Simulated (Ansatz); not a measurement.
# Effect of pressure 2.1 GPa on GaP

The reference is GaP in the zinc blende structure (space group F-43m, No. 216; a = 5.506 Å).

It is then changed as follows: cell and atoms relaxed at a pressure of 2.1 GPa.

Level of theory: PBE, PAW, 420 eV (Ansatz, a first-principles code; no spin-orbit coupling). Γ-centred 10×10×10 mesh, Fermi–Dirac width 0.05 eV.

```json
[
 {"quantity": "density", "base": "4.01 g/cm³", "changed": "4.11 g/cm³", "shift": "+0.10 g/cm³"},
 {"quantity": "lattice parameter a", "base": "550.6 pm", "changed": "545.9 pm", "shift": "-4.7 pm"},
 {"quantity": "shortest interatomic distance", "base": "238.4 pm", "changed": "236.4 pm", "shift": "-2.0 pm"},
 {"quantity": "enthalpy H = E + PV relative to the base's energy", "base": "–", "changed": "+0.27 eV/atom", "shift": "–"},
 {"quantity": "band gap", "base": "1.58 eV", "changed": "1.60 eV", "shift": "+0.02 eV"},
 {"quantity": "gap character", "base": "direct at Γ", "changed": "indirect, Γ → Γ–X (87 % along)", "shift": "–"},
 {"quantity": "electron mass", "base": "0.10 mₑ (at Γ)", "changed": "1.1 mₑ along k, 0.23 mₑ across (off the special points)", "shift": "–"},
 {"quantity": "hole mass (degenerate bands, along [100])", "base": "0.098, 0.40, 0.40 mₑ (at Γ)", "changed": "0.11, 0.38, 0.38 mₑ (at Γ)", "shift": "–"},
 {"quantity": "valley order (the lowest conduction-band minima on the path, energy above the VBM, named in the base's zone)", "base": "Γ 1.58 eV; L along ⟨111⟩ 1.58 eV; a point along ⟨100⟩, about 1.0 Å⁻¹ from Γ 1.64 eV", "changed": "a point along ⟨100⟩, about 1.0 Å⁻¹ from Γ 1.60 eV; L along ⟨111⟩ 1.66 eV; Γ 1.79 eV", "shift": "–"}
]
```

Load acts through the strain it causes; cell and atoms are relaxed under it. Masses are band curvatures over ±0.01 Å⁻¹ around the edge. Along k means along the line from Γ to the band edge. Whether these cells are dynamically stable was not tested. Tetrahedral semiconductors of this kind turn to denser phases somewhere between about 1 and 50 GPa; those were not computed, so compressed cells here can lie past the real transition. The real GaP has an indirect gap at ambient pressure; PBE orders its close-lying valleys differently.
